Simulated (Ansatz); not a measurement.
Density of states of ZrSi2 (Cmcm) near the Fermi level, PBEsol, rigid bands (Ansatz, a first-principles code).

```
E − E_F (eV) | states/eV/cell
    -1.95 | ############################## 4.81
    -1.85 | ######################## 3.91
    -1.75 | ##################### 3.42
    -1.65 | ################### 3.08
    -1.55 | ################# 2.78
    -1.45 | ################ 2.50
    -1.35 | ############## 2.22
    -1.25 | ############# 2.03
    -1.15 | ############ 1.95
    -1.05 | ############ 1.93
    -0.95 | ########## 1.65
    -0.85 | ######### 1.43
    -0.75 | ######## 1.26
    -0.65 | ####### 1.14
    -0.55 | ####### 1.17
    -0.45 | ######### 1.39
    -0.35 | ####### 1.14
    -0.25 | ###### 0.93
    -0.15 | ###### 0.96
    -0.05 | ####### 1.11
     0.05 | ######### 1.40
     0.15 | ########### 1.73
     0.25 | ############# 2.09
     0.35 | ################# 2.71
     0.45 | ################## 2.90
     0.55 | ################## 2.84
     0.65 | ################### 3.01
     0.75 | ################### 3.01
     0.85 | ################## 2.87
     0.95 | ################# 2.70
     1.05 | ################ 2.54
     1.15 | ################# 2.70
     1.25 | ################## 2.91
     1.35 | ################## 2.90
     1.45 | ################### 3.11
     1.55 | ##################### 3.39
     1.65 | ######################## 3.89
     1.75 | ######################### 3.97
     1.85 | ######################### 4.02
```

Q: With 6 atoms a cell, what bare Sommerfeld coefficient γ = (π²/3) k_B² N(E_F) follows?

A: N(E_F) ≈ 1.24 states/eV a cell at 300 K, so γ ≈ 0.49 mJ/(mol of atoms·K²), before many-body enhancement (phonons, spin fluctuations, correlation).

Q: How far does the Fermi level move in a rigid band for 0.1 electron a cell added or removed?

A: 74 meV and -88 meV.

A metal at this level (no band gap); rigid bands, thermally averaged at 300 K, both spins. Spin-orbit coupling is left out. Geometry: cell and atoms relaxed with PBEsol.

Formula and space group known from diffraction (Crystallography Open Database), not checked to be the room-temperature form: ZrSi2 (Cmcm).
